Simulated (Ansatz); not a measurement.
Consider LiNbO3 (space group R3c, No. 161).

```yaml
crystal:
  lattice:
    - [2.56726, 1.48221, 4.60839]
    - [-2.56726, 1.48221, 4.60839]
    - [0.00000, -2.96442, 4.60839]
  atoms:
    - { symbol: Li, position: [0.70259, 0.70259, 0.70259] }
    - { symbol: Li, position: [0.20259, 0.20259, 0.20259] }
    - { symbol: Nb, position: [0.98497, 0.98497, 0.98497] }
    - { symbol: Nb, position: [0.48497, 0.48497, 0.48497] }
    - { symbol: O, position: [0.62340, 0.87401, 0.26474] }
    - { symbol: O, position: [0.87401, 0.26474, 0.62340] }
    - { symbol: O, position: [0.26474, 0.62340, 0.87401] }
    - { symbol: O, position: [0.76474, 0.37401, 0.12340] }
    - { symbol: O, position: [0.37401, 0.12340, 0.76474] }
    - { symbol: O, position: [0.12340, 0.76474, 0.37401] }
```

Level of theory: Kohn–Sham DFT with the PBEsol functional, run in Ansatz (a program for electronic structure) with PAW and 420 eV plane waves, no spin-orbit coupling.

Before the change:

```
Property                  Value
-------------------  ----------
Lattice parameter a  9.703 bohr
c/a ratio                 2.693
```

One thing is altered: cell and atoms relaxed at a pressure of 60 GPa.

Predict the new lattice parameter a.

The lattice parameter a shrinks by 0.744 bohr, from 9.703 bohr to 8.959 bohr.

What happens to the c/a ratio?

The c/a ratio decreases by 0.260, from 2.693 to 2.433.

Load acts through the strain it causes; cell and atoms are relaxed under it. Stability against distortions was not tested. No other phases were tried under pressure.
